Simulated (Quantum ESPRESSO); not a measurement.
Troubleshooting Quantum ESPRESSO: a failed run on Na2B29 (Cm, 31 atoms in the cell). The aim is a self-consistent single point with DFT, PBEsol, plane waves, GBRV 1.5 ultrasoft (PBESOL) pseudopotentials.

The input file:

```fortran
&control
    calculation = 'scf'
    prefix = 'Na2B29'
    outdir = './work'
    pseudo_dir = './'
    tprnfor = .true.
    tstress = .true.
/
&system
    ibrav = 0
    nat = 31
    ntyp = 2
    ecutwfc = 40.0
    ecutrho = 200
    occupations = 'smearing'
    smearing = 'marzari-vanderbilt'
    degauss = 0.0073499
/
&electrons
    conv_thr = 1e-8
/
ATOMIC_SPECIES
B     10.8100  b_pbesol_v1.4.uspp.F.UPF
Na    22.9898  na_pbesol_v1.5.uspp.F.UPF
ATOMIC_POSITIONS angstrom
B     5.29720624    4.28456073    0.20755129
B     5.29720624   -4.28456073    0.20755129
Na   -0.62873054    0.00000000    3.08768088
B     6.10524368   -1.57226888    0.75533507
B     6.10524368    1.57226888    0.75533507
B     7.66570960   -1.08266333    1.84711174
B     7.66570960    1.08266333    1.84711174
B     6.60443801    0.00000000    1.38272756
B     1.44032097   -0.87780745    4.56518073
B     1.44032097    0.87780745    4.56518073
B     4.45882203    1.71259516    1.38557073
B     4.45882203   -1.71259516    1.38557073
B     4.13806401   -1.05193494    2.94931335
B     4.13806401    1.05193494    2.94931335
B     5.61263491    3.12814929    1.57558916
B     5.61263491   -3.12814929    1.57558916
B     3.39544228    2.01578186    0.02843168
B     3.39544228   -2.01578186    0.02843168
Na    2.26616997    0.00000000    1.60923331
B     5.66862855   -1.59582731    3.97759259
B     5.66862855    1.59582731    3.97759259
B     3.97152627    3.37704918    1.02827924
B     3.97152627   -3.37704918    1.02827924
B     2.81637282   -1.75356633    3.76577655
B     2.81637282    1.75356633    3.76577655
B     1.12503862   -2.03217033    3.21846663
B     1.12503862    2.03217033    3.21846663
B     6.65621180   -3.08922667    0.04691228
B     6.65621180    3.08922667    0.04691228
B     2.23304379   -3.36987923    3.36915455
B     2,23304379    3,36987923    3,36915455
K_POINTS automatic
4 4 6  0 0 0
CELL_PARAMETERS angstrom
   5.02255500    -5.12139700     0.00000000
   5.02255500     5.12139700     0.00000000
  -3.31585300     0.00000000     4.73861400
```

Output, abridged:

```
     This program is part of the open-source Quantum ESPRESSO suite
     for quantum simulation of materials; please cite

[eval_infix.c] A parsing error occurred
helper string:
2,23304379
error code:
Error: invalid token: ,

 %%%%%%%%%%%%%%%%%%%%%%%%%%%%%%%%%%%%%%%%%%%%%%%%%%%%%%%%%%%%%%%%%%%%%%%%%%%%%%
     Error in routine card_atomic_positions (1):
     Error while parsing atomic position card.
 %%%%%%%%%%%%%%%%%%%%%%%%%%%%%%%%%%%%%%%%%%%%%%%%%%%%%%%%%%%%%%%%%%%%%%%%%%%%%%

     stopping ...
```

Problem. From the messages shown, name the fault and mend the input.

Solution. The fault is decimal commas. The program does not read a comma as a decimal mark. To fix it, use decimal points. The program stopped before any SCF iteration.

The sound input it was made from differs as follows (other fixes are possible):
```diff
-    ecutwfc = 40.0
+    ecutwfc = 40
-B     2,23304379    3,36987923    3,36915455
+B     2.23304379    3.36987923    3.36915455
```

With that input, the run converged in 13 iterations: free energy E − TS -5096.2997 eV; Fermi level (on the code's own zero) 7.76 eV; pressure 1.66 GPa; largest force (vector length) 1.414 eV/Å (DFT, PBEsol, plane waves, GBRV 1.5 ultrasoft (PBESOL) pseudopotentials).

On the sound input: the starting cell comes from a database of published, mostly measured structures (it also holds non-ambient and calculated ones), without a prior relaxation at this level. Its lattice was rescaled by a random factor within 2.5 % of one. Forces in this geometry exceed 1 eV/Å.
